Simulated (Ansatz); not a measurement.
**MgS under a change: tensor shear ε_xy = +0.86 %**

Base system: MgS in the rock salt structure (space group Fm-3m, No. 225; a = 5.129 Å). Axes: x, y, z lie along the cube axes.

Modification: a pure shear with ε_xy = ε_yx = 0.0086; the atoms relax in the strained cell.

Computed with LDA in Ansatz (plane waves to 420 eV, PAW, spin-orbit coupling left out). Settings: 11×11×11 k-points, 0.05 eV Fermi–Dirac smearing.

The volume per atom stays 16.87 Å³ and the space group changes from Fm-3m (No. 225) to Immm (No. 71). The energy rises by 0.9 meV/atom and the pressure (mean of the normal stresses, compression positive) remains 0.00 GPa. The band gap decreases by 0.10 eV to 2.55 eV and the gap character comes out as indirect, Γ → X. The smallest direct gap falls by 0.09 eV, from 3.83 eV to 3.74 eV and the valence-band top at Γ (three highest levels, from the VBM) changes from 0.00, 0.00, 0.00 eV to 0.00, -0.08, -0.16 eV. The stress (xx, yy, zz, yz, xz, xy; compression positive) is (0.01, 0.01, -0.02, 0.00, 0.00, -0.98) GPa.

Stability against distortions was not tested. k-point labels follow each cell's own Brillouin zone.

Ansatz is a program for electronic structure.
